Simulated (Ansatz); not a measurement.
Consider MoP in the CsCl type structure (space group Pm-3m, No. 221; a hypothetical phase, not in the database extracts checked; relaxed with 0.1 eV smearing).

```
CELL_PARAMETERS angstrom
      3.00382     0.00000     0.00000
      0.00000     3.00382     0.00000
      0.00000     0.00000     3.00382
ATOMIC_POSITIONS crystal
  Mo 0.00000 0.00000 0.00000
  P  0.50000 0.50000 0.50000
```

Cartesian axes are those of the cell as printed.

Method: DFT with PBE, PAW potentials and a 420 eV plane-wave cutoff in Ansatz (a program for electronic structure), scalar-relativistic without spin-orbit coupling.

For the base:

Shortest interatomic distance: 2.601 Å

Now apply this change: the cell is stretched by 1.97 % along x with no lateral relaxation; the atoms relax in the strained cell.

**Question.** What happens to the stress?

**Answer.** The stress (xx, yy, zz, yz, xz, xy; compression positive) amounts to (-8.2, -2.3, -2.3, 0.0, 0.0, 0.0) GPa.

**Question.** Predict the new energy relative to the base.

**Answer.** The energy grows by 7.0 meV/atom.

**Question.** What happens to the shortest interatomic distance?

**Answer.** The shortest interatomic distance rises by 0.0172 Å to 2.619 Å.

No phonon test of stability was made. The final runs are not spin-polarised. An odd electron count without spin: MoP.
